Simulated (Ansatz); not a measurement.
The reference is Ru in the hcp (Mg type) structure (space group P6_3/mmc, No. 194; a = 2.704 Å, c = 4.263 Å; relaxed with 0.1 eV smearing). Axes: x lies along a and z along c of the hexagonal cell.

Level of theory: r2SCAN (Ansatz, a first-principles code), no spin-orbit coupling.

Strains are applied to the cell and any free atomic positions relax.

One change was made to it. Results:

The energy increases by 9.6 meV/atom; the pressure (mean of the normal stresses, compression positive) goes from zero to 0.4 GPa; the shortest interatomic distance decreases by 0.068 bohr, from 4.993 bohr to 4.925 bohr.

Which of these changes matches the shifts?
A. tensor shear ε_xz = +0.57 %
B. tensor shear ε_xz = +1.71 %
C. tensor shear ε_xz = +1.43 %
D. tensor shear ε_xz = +2.00 %

B, tensor shear ε_xz = +1.71 %. For comparison, the energy relative to the base in the other runs: tensor shear ε_xz = +0.57 % gives +1.1 meV/atom; tensor shear ε_xz = +1.43 % gives +6.8 meV/atom; tensor shear ε_xz = +2.00 % gives +13 meV/atom.

No phonon test of stability was made. All final runs are without spin polarisation.
